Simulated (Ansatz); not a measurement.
Start from RbHgI₃ in the cubic perovskite structure (space group Pm-3m, No. 221; a = 5.9030 Å; a hypothetical phase, not in the database extracts checked). Axes: x, y, z lie along the cube axes.

Level of theory: PBEsol (Ansatz, an electronic-structure program; PAW; 420 eV plane waves; no spin-orbit coupling).

Strains are applied to the cell and any free atomic positions relax.

One change was made to it. Results:

| quantity | base | after |
|---|---|---|
| pressure (mean of the normal stresses, compression positive) | 0.0 GPa | 0.4 GPa |
| shortest interatomic distance | 2.951 Å | 2.915 Å |
| energy relative to the base (free energy F) | 0 meV/atom | +1.8 meV/atom |

Problem. Name the change that was made.
A. isotropic strain +5.98 %
B. strain tensor (xx, yy, zz, yz, xz, xy) = (+1.17, −0.59, −1.62, −0.07, +0.48, −0.93) %
C. strain tensor (xx, yy, zz, yz, xz, xy) = (−1.24, +0.80, −1.00, +0.39, +0.88, +0.49) %
D. tensor shear ε_yz = −2.06 %
E. uniaxial strain ε_yy = +4.13 %

Solution. C, strain tensor (xx, yy, zz, yz, xz, xy) = (−1.24, +0.80, −1.00, +0.39, +0.88, +0.49) %. For comparison, the shortest interatomic distance in the other runs: uniaxial strain ε_yy = +4.13 % gives 2.951 Å; tensor shear ε_yz = −2.06 % gives 2.951 Å; strain tensor (xx, yy, zz, yz, xz, xy) = (+1.17, −0.59, −1.62, −0.07, +0.48, −0.93) % gives 2.904 Å; isotropic strain +5.98 % gives 3.128 Å.

Without a gap, meshes like the base's 8×8×8 leave anisotropic stresses uncertain by several tenths of a GPa, and small strain energies with them. Stability against distortions was not tested. The final runs are not spin-polarised. Many cubic perovskites are stable only at high temperature; tilts and polar distortions were not tested.
